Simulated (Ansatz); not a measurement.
Base system: CaZrF6 (space group Fm-3m, No. 225; a = 8.511 Å; a cell from a computed database, its experimental status unchecked). Axes: x, y, z lie along the cube axes.

Now apply this change: strain tensor (xx, yy, zz, yz, xz, xy) = (−0.34, −0.57, +1.55, −2.35, −0.49, −0.80) %, atoms relaxed at fixed cell.

Levels (all Ansatz, a program for electronic structure, PAW): PBEsol (420 eV, no SOC); r2SCAN (500 eV, no spin-orbit coupling); HSE06 (420 eV, no spin-orbit coupling).

At the geometry relaxed with PBEsol, these levels gave the following band gaps, in shuffled order: (a) 7.69 eV, (b) 6.95 eV, (c) 9.23 eV.

Problem. Match each gap to its level.

Solution. (a) r2SCAN; (b) PBEsol; (c) HSE06.

Single points use the geometry relaxed with PBEsol. Whether these cells are dynamically stable was not tested.
